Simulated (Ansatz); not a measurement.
Structure of amorphous In₉Ga₉Zn₉O₃₈Si (periodic cell):

```
CELL_PARAMETERS angstrom
      9.42978     0.00000     0.00000
      0.00000     9.42978     0.00000
      0.00000     0.00000     9.42978
ATOMIC_POSITIONS crystal
  In 0.06023 0.10356 0.06694
  In 0.43822 0.14845 0.13584
  In 0.32202 0.78142 0.06331
  In 0.14093 0.59229 0.70070
  In 0.49547 0.31346 0.43542
  In 0.10598 0.26977 0.45025
  In 0.58043 0.90313 0.33418
  In 0.25090 0.25689 0.82088
  In 0.65824 0.50567 0.15037
  Ga 0.29999 0.63918 0.40421
  Ga 0.81664 0.35927 0.56251
  Ga 0.64388 0.91971 0.93771
  Ga 0.63250 0.63413 0.49906
  Ga 0.27874 0.44215 0.13645
  Ga 0.45967 0.79608 0.69300
  Ga 0.96335 0.78466 0.89308
  Ga 0.82576 0.19441 0.26436
  Ga 0.74916 0.59258 0.78981
  Zn 0.17441 0.91942 0.72321
  Zn 0.16120 0.92609 0.31218
  Zn 0.47146 0.50323 0.86658
  Zn 0.89849 0.91044 0.49472
  Zn 0.86608 0.77751 0.19941
  Zn 0.00047 0.56452 0.32885
  Zn 0.62759 0.24743 0.82565
  Zn 0.90976 0.08898 0.75457
  Zn 0.95414 0.42269 0.01162
  O  0.79883 0.55941 0.58649
  O  0.77364 0.02737 0.37138
  O  0.55877 0.61610 0.71170
  O  0.95600 0.57445 0.83517
  O  0.13922 0.50288 0.48545
  O  0.16926 0.76423 0.87826
  O  0.00273 0.78628 0.36303
  O  0.29246 0.46303 0.78148
  O  0.95481 0.89687 0.05730
  O  0.88060 0.56088 0.14813
  O  0.88909 0.35758 0.37754
  O  0.43753 0.55388 0.07007
  O  0.10996 0.09167 0.84275
  O  0.96056 0.88340 0.69628
  O  0.38585 0.99185 0.68770
  O  0.18048 0.01175 0.50476
  O  0.68420 0.69585 0.29510
  O  0.25841 0.99964 0.12169
  O  0.59962 0.82471 0.54536
  O  0.68266 0.44456 0.91439
  O  0.87315 0.23133 0.07150
  O  0.36229 0.80419 0.29758
  O  0.76049 0.75949 0.90458
  O  0.30826 0.24127 0.57904
  O  0.47106 0.82698 0.89511
  O  0.44542 0.24110 0.93201
  O  0.32698 0.30088 0.26762
  O  0.96594 0.25782 0.64186
  O  0.63779 0.29575 0.61091
  O  0.72015 0.06589 0.83069
  O  0.62805 0.29441 0.24293
  O  0.19387 0.59588 0.22413
  O  0.03713 0.12653 0.29296
  O  0.45346 0.08040 0.41169
  O  0.15157 0.34031 0.02185
  O  0.28844 0.72960 0.59356
  O  0.58660 0.98123 0.12030
  O  0.47566 0.53487 0.42180
  Si 0.33855 0.07031 0.54180
```

Methods: PBE, scalar-relativistic without spin-orbit coupling (Ansatz, a program for electronic structure); r2SCAN, scalar-relativistic without spin-orbit coupling (Ansatz); HSE06, scalar-relativistic without spin-orbit coupling (Ansatz). Neutral PBE cell, which sets geometry, pressure and energy: sampling: a 2×2×2 Γ-centred mesh; Fermi-Dirac width 0.02 eV; no spin polarisation. Exact exchange is cut at the faces of this 9 Å cell, which leaves hybrid gaps a finite-size error.

A CHGNet melt-quench gave the starting glass, which DFT then relaxed. O atoms were pushed apart under 1.9 Å during the dynamics, to hinder bonds among them. The hot cell started wider than the set density and was brought back towards it in steps. It is the lowest in DFT energy of 2 quenches. It is a model cell: composition and starting density were chosen by hand, and all elements were melted together. No dispersion term was used. Its density started from a set value of 5.71 and ended at 5.71 g/cm³. The simulated quench (nominally 210 K/ps over its main leg) is rapid and tends to freeze in more defects than a deposited or slowly cooled glass has. A cell of this size samples the disorder only roughly. The volume was held where the preparation left it.

Problem. Give the pressure and the spacing of the highest filled and lowest empty levels.

Solution. 
```json
{
 "Pressure on a 2×2×2 Γ-centred mesh": "-0.83 GPa",
 "Largest force and stress component on that mesh (the relaxation ran on the zone centre alone)": "0.10 eV/Å and 2.2 GPa",
 "Level gap on a 2×2×2 Γ-centred mesh (PBE)": "0.70 eV",
 "Level gap at the zone centre (PBE)": "0.71 eV",
 "Level gap at the zone centre (r2SCAN)": "1.19 eV",
 "Level gap at the zone centre (HSE06)": "2.27 eV",
 "Distance between the nearest levels spread over more than a fifth of the atoms or a third of the atoms of their main element (six at least) (PBE, zone centre)": "0.85 eV"
}
```

Problem. At PBE and the zone centre, how localised are the states just below and above the Fermi level (participation number: the atoms over which a state spreads)?

Solution. The highest filled state is spread over 5.3 atoms' worth, largest on O48, with weights by element (charge in smoothed Voronoi cells) O 0.90, Zn 0.07, In 0.01. The lowest empty state is spread over 57.6 atoms' worth, largest on In3, with weights by element (charge in smoothed Voronoi cells) O 0.50, In 0.23, Zn 0.14.

At PBE the levels at the filled edge of the gap are localised (band-tail or defect states).

Cut-offs for bonds: In-In 3.12 Å, In-Ga 2.90 Å, In-Zn 2.90 Å, In-O 2.84 Å, In-Si 2.78 Å, Ga-Ga 2.68 Å, Ga-Zn 2.68 Å, Ga-O 2.32 Å, Ga-Si 2.56 Å, Zn-Zn 2.68 Å, Zn-O 2.58 Å, Zn-Si 2.56 Å, O-O 1.58 Å, O-Si 2.12 Å, Si-Si 2.60 Å. Two cations that share two anions don't count as bonded, nor two that share one unless they lie closer than In-In 3.04 Å, In-Ga 2.82 Å, In-Zn 2.82 Å, In-Si 2.71 Å, Ga-Ga 2.61 Å, Ga-Zn 2.61 Å, Ga-Si 2.49 Å, Zn-Zn 2.61 Å, Zn-Si 2.49 Å, Si-Si 2.38 Å.

Added carriers, by PBE, scalar-relativistic without spin-orbit coupling in Ansatz on the zone centre alone. Charged cells keep the cell fixed and stand in a uniform background, with no image correction, at a width of 0.01 eV; where the count is odd the moment is locked at 1 μB, unless the neutral cell bore moments. Each starts from the undistorted neutral geometry alone. PBE's self-interaction favours spread-out carriers, so it can miss traps that a hybrid finds.

Problem. What happens at PBE when the cell takes an extra electron and the atoms relax?

Solution. Relaxation lowers the charged cell by 0.01 eV. The largest moves are In6 0.02 Å, O54 0.02 Å, Zn22 0.02 Å, O46 0.02 Å. The level that holds the added charge spreads over 57.5 atoms' worth, most on In3 (weight 0.04): a carrier spread over the cell. No bond crosses its cut-off with a change of over 0.15 Å (metal-metal contacts aside). Made neutral again at that geometry, the cell lies +0.01 eV from the neutral start.

Problem. What happens at PBE when the cell takes a hole and the atoms relax?

Solution. Relaxation lowers the charged cell by 0.15 eV. The largest moves are O43 0.26 Å, O60 0.24 Å, Zn20 0.24 Å, O42 0.17 Å. The level that was emptied spreads over 3.6 atoms' worth, most on O48 (weight 0.41): a localised (trapped) carrier, which neighbours of that atom can share. Bonds broken: Zn20-O60. Made neutral again at that geometry, the cell lies +0.50 eV from the neutral start (a closed shell was imposed there, with levels 0.08 eV apart, so this is an upper bound).
